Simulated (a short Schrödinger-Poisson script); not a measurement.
# Gated In0.52Al0.48As/In0.53Ga0.47As modulation-doped gas in a quantum well

System: gated In0.52Al0.48As/In0.53Ga0.47As modulation-doped gas in a quantum well, at 300 K.

```
layer        material  thickness (nm)  Nd (cm⁻³)  Na (cm⁻³)
-----  --------------  --------------  ---------  ---------
1      In0.52Al0.48As              20          -          -
2      In0.52Al0.48As              10     7.8e17          -
3      In0.52Al0.48As              10          -          -
4      In0.53Ga0.47As               8          -          -
5      In0.52Al0.48As            4000          -       1e14
```

The device is made up for the run: typed textbook-type constants, with dimensions and the other settings drawn at random. In0.52Al0.48As: permittivity 12.5, conduction-band edge (eV) 0.52, gap (eV) 1.45, electron mass (mₑ) 0.075, Nv at 300 K (cm⁻³) 1.1e19. In0.53Ga0.47As: permittivity 13.9, conduction-band edge (eV) 0, gap (eV) 0.74, Nv at 300 K (cm⁻³) 7.7e18.

Channel valleys (confinement mass, in-plane density-of-states mass, number): Γ 0.041, 0.041, 1. At the gate the conduction-band edge of layer 1 lies 0.65 eV − eVg above the Fermi level of the channel; the field vanishes at the back. Donor level 0.05 eV below the band edge. The barrier under the gate holds no holes. Gaps are held at their typed values at every temperature. Mesh 0.08 nm at interfaces.

From a short Schrödinger-Poisson script (our own, NumPy): 1D Poisson equation in equilibrium, electrons quantum, Hartree plus LDA exchange-correlation (BenDaniel-Duke, 40 states a valley, the channel's in-plane mass for all, wave functions free to enter the barrier), parabolic valleys, classical holes, donors ionised by Fermi statistics, acceptors fully, no traps, pinning or gate leakage.

```
Vg (V)  electrons (cm⁻²)  in the channel layer  C (μF/cm²)  Γ E0 (meV)  Γ E1 (meV)
------  ----------------  --------------------  ----------  ----------  ----------
0.4              7.17e11               6.89e11       0.237       -36.1       169.6
0.35             6.43e11               6.19e11       0.235       -30.6       175.3
0.3              5.70e11               5.49e11       0.233       -24.9       181.2
0.25             4.98e11               4.79e11       0.231       -18.9       187.5
0.2              4.26e11               4.10e11       0.229       -12.4       194.2
0.15             3.56e11               3.42e11       0.225        -5.4       201.5
0.1              2.86e11               2.75e11       0.221         2.5       209.6
0.05             2.19e11               2.10e11       0.213        11.6       218.9
0                1.54e11               1.48e11       0.201        22.7       230.2
-0.05            9.48e10               9.13e10       0.179        37.0       244.7
-0.1             4.53e10               4.37e10       0.137        57.6       265.3
-0.15            1.38e10               1.33e10      0.0685        89.2       296.8
-0.2              2.58e9                2.48e9      0.0191       133.0       340.4
-0.25             3.92e8                3.78e8     0.00659       181.7       389.1
-0.3              5.79e7                5.58e7     0.00476       231.2       438.4
-0.35             8.58e6                8.26e6     0.00472       280.5       487.8
-0.4              1.28e6                1.23e6     0.00499       329.7       537.0
```

Gate voltages with under 1e6 electrons/cm² are left out.

Subbands count from the Fermi level.
